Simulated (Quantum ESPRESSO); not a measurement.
Input and output of a self-consistent single point for YCo2B2 (I4/mmm, 5 atoms in the cell) (Quantum ESPRESSO).

Method of the run: LDA (PZ), GBRV 1.5 ultrasoft (LDA) pseudopotentials (plane waves; Quantum ESPRESSO).

The change in words: lattice scaled by 0.98. Reference geometry:
```yaml
crystal:
  lattice:
    - [-1.74986, 1.74986, 4.65971]
    - [1.74986, -1.74986, 4.65971]
    - [1.74986, 1.74986, -4.65971]
  atoms:
    - { symbol: Y, position: [0.00000, 0.00000, 0.00000] }
    - { symbol: Co, position: [0.75000, 0.25000, 0.50000] }
    - { symbol: Co, position: [0.25000, 0.75000, 0.50000] }
    - { symbol: B, position: [0.65466, 0.65466, 0.00000] }
    - { symbol: B, position: [0.34534, 0.34534, 0.00000] }
```

Reference input (self-consistent single point, DFT, LDA (PZ), plane waves, GBRV 1.5 ultrasoft (LDA) pseudopotentials): ecutwfc = 50 Ry; ecutrho = 400 Ry; occupations = smearing; smearing = fermi-dirac; degauss = 0.0073499 Ry; potentials = {Y: y_lda_v1.4.uspp.F.UPF, Co: co_lda_v1.2.uspp.F.UPF, B: b_lda_v1.4.uspp.F.UPF}; K_POINTS = automatic 11 11 11 0 0 0; conv_thr = 1e-09 Ry; mixing_beta = 0.7. This run's input differs from it in these lines:

```diff
@@ -27,11 +27,11 @@
 CELL_PARAMETERS angstrom
-  -1.749862000     1.749862000     4.659713000
-   1.749862000    -1.749862000     4.659713000
-   1.749862000     1.749862000    -4.659713000
+  -1.714865000     1.714865000     4.566519000
+   1.714865000    -1.714865000     4.566519000
+   1.714865000     1.714865000    -4.566519000
 ATOMIC_POSITIONS angstrom
 Y     0.000000000    0.000000000    0.000000000
-Co    0.000000000    1.749862000    2.329856500
-Co    1.749862000    0.000000000    2.329856500
-B     0.000000000    0.000000000    6.101055425
-B     0.000000000    0.000000000    3.218370575
+Co    0.000000000    1.714865000    2.283259500
+Co    1.714865000    0.000000000    2.283259500
+B     0.000000000    0.000000000    5.979034657
+B     0.000000000    0.000000000    3.154003343
 K_POINTS automatic
```

Output (repeated stretches shortened):

```
     Self-consistent Calculation

     iteration #  1     ecut=    50.00 Ry     beta= 0.70

---- Real-time Memory Report at c_bands before calling an iterative solver
           211 MiB given to the printing process from OS
           178 MiB allocation reported by mallinfo(arena+hblkhd)
------------------

     total energy              =    -684.69968891 Ry
     estimated scf accuracy    <      24.52426319 Ry

     iteration #  2     ecut=    50.00 Ry     beta= 0.70

---- Real-time Memory Report at c_bands before calling an iterative solver
           370 MiB given to the printing process from OS
   [... lines left out ...]

---- Real-time Memory Report at c_bands before calling an iterative solver
           376 MiB given to the printing process from OS
           223 MiB allocation reported by mallinfo(arena+hblkhd)
------------------

     total energy              =    -702.50637533 Ry
     estimated scf accuracy    <       0.00000002 Ry

     iteration # 14     ecut=    50.00 Ry     beta= 0.70

---- Real-time Memory Report at c_bands before calling an iterative solver
           376 MiB given to the printing process from OS
           223 MiB allocation reported by mallinfo(arena+hblkhd)
------------------
     End of self-consistent calculation

     the Fermi energy is    15.9532 ev

!    total energy              =    -702.50637535 Ry
     estimated scf accuracy    <          9.0E-10 Ry
     smearing contrib. (-TS)   =      -0.00386947 Ry
     internal energy E=F+TS    =    -702.50250588 Ry

     convergence has been achieved in  14 iterations

     Forces acting on atoms (cartesian axes, Ry/au):

     atom    1 type  1   force =     0.00000000    0.00000000    0.00000000
     atom    2 type  2   force =     0.00000000    0.00000000    0.00000000
     atom    3 type  2   force =     0.00000000    0.00000000    0.00000000
     atom    4 type  3   force =     0.00000000    0.00000000   -0.02868861
     atom    5 type  3   force =     0.00000000    0.00000000    0.02868861

     Total force =     0.040572     Total SCF correction =     0.000024

          total   stress  (Ry/bohr**3)                   (kbar)     P=      111.12
   0.00084176  -0.00000000   0.00000000          123.83       -0.00        0.00
  -0.00000000   0.00084176   0.00000000           -0.00      123.83        0.00
   0.00000000   0.00000000   0.00058269            0.00        0.00       85.72

   JOB DONE.
```

The run converged in 14 iterations. Against the reference run the free energy rises by 17.3 meV/atom, the pressure goes from -2.82 to 11.11 GPa and the largest force goes from 0.156 to 0.738 eV/Å.

The starting cell comes from a database of computed structures (which also holds hypothetical and non-ambient phases and stackings), without a prior relaxation at this level. Its lattice was rescaled by a random factor within 2.5 % of one. For this run, on top of that: lattice scaled by 0.98. Spin polarisation is off. With a pressure of about 11 GPa the cell is away from its equilibrium volume at this level.

Cost on one core of a shared machine: roughly 8 min.
